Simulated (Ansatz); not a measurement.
BN (model structure, P6₂22, No. 180, 6 atoms in the cell): properties by level of theory

| level (code) | lattice parameter a (Å) | c axis length (Å) | cohesive energy (eV/atom) |
|---|---|---|---|
| LDA (Ansatz) | ? | ? | 7.13 |
| PBE (Ansatz) | 2.610 | ? | ? |
| r²SCAN+rVV10 (Ansatz) | ? | ? | 5.95 |

Task: Fill in the missing entries.

Result: 
- LDA (Ansatz, a quantum-chemistry and plane-wave program), lattice parameter a (Å): 2.578
- LDA (Ansatz), c axis length (Å): 5.756
- PBE (Ansatz), c axis length (Å): 5.830
- PBE (Ansatz), cohesive energy (eV/atom): 6.01
- r²SCAN+rVV10 (Ansatz), lattice parameter a (Å): 2.598
- r²SCAN+rVV10 (Ansatz), c axis length (Å): 5.817

Ansatz's density-functional and Hartree–Fock values are scalar-relativistic unless marked +SOC, with PAW data made under PBE.

Free atoms are spin-polarised, in the lowest state found; at levels without +SOC their spin–orbit coupling is left out.

Computed values are for the static lattice.

A model structure was made by putting elements into a prototype or built by hand; it is no filed structure, need not be a known phase, and can be a saddle point held by its symmetry.
